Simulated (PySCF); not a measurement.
PySCF 2.14.0, PBE/def2-svp, df: W(O)(NH)(Br)(Me) ([CH3][W](=[NH])(=[O])[Br]), 9 atoms. The geometry is a generated start, not checked to be a minimum at this level.

```json
{
  "task": "energy",
  "method": "pbe",
  "basis": "def2-svp",
  "two_electron_scheme": "density fitting",
  "mol.max_memory": "3000 MB",
  "mf.max_cycle": "100",
  "mf.conv_tol": "1e-09 (default)",
  "mf.grids.level": "3 (default)",
  "effective_core_potentials": "those of the basis set, past Kr",
  "basis_functions": "126",
  "grid_points": "126072"
}
```

```xyz
9

W      0.5282     0.4683    -0.5124
O      2.1518     0.5648    -0.0914
N      0.0975    -0.5181    -1.9347
H      0.1575    -1.0965    -2.7769
Br    -0.4247     2.6674    -0.7309
C     -0.4693    -0.4325     1.2382
H     -0.7483    -1.4984     1.2499
H     -1.4206     0.1288     1.4000
H      0.1279    -0.2838     2.1581
```

Charge 0 and multiplicity 1 are set for this test and not shown to be the ground state.

With the defaults (mf.DIIS = CDIIS, mf.diis_space = 8, mf.diis = true, mf.init_guess = minao, mf.damp = 0, mf.diis_start_cycle = 1, mf.diis_damp = 0, mf.level_shift = 0) it converges in 16 Fock builds. One run each on 2 threads, 1 BLAS thread, with these changes:
- mf.diis_space = 20
- mf.diis_damp = 0.3
- mf.init_guess = huckel
- mf.diis = false
- mf.level_shift = 0.1 Hartree
- mf.diis_space = 3
- mf.diis = false, mf.damp = 0.7, mf.diis_start_cycle = 999
- mf.DIIS = EDIIS
- mf.init_guess = 1e

Q: Name the settings that don't reach the solution of the defaults.

A: No convergence: mf.DIIS = EDIIS; mf.diis_space = 3; mf.diis = false (the run ends without SCF convergence in 100 cycles). The rest reach the solution of the defaults.

```
setting                                                    Fock builds             end
---------------------------------------------------------  -----------  --------------
mf.diis_damp = 0.3                                                  14   same solution
the defaults                                                        16   same solution
mf.diis_space = 20                                                  16   same solution
mf.level_shift = 0.1 Hartree                                        16   same solution
mf.init_guess = huckel                                              18   same solution
mf.init_guess = 1e                                                  22   same solution
mf.diis = false, mf.damp = 0.7, mf.diis_start_cycle = 999           39   same solution
mf.DIIS = EDIIS                                                    101  no convergence
mf.diis_space = 3                                                  101  no convergence
mf.diis = false                                                    101  no convergence
```
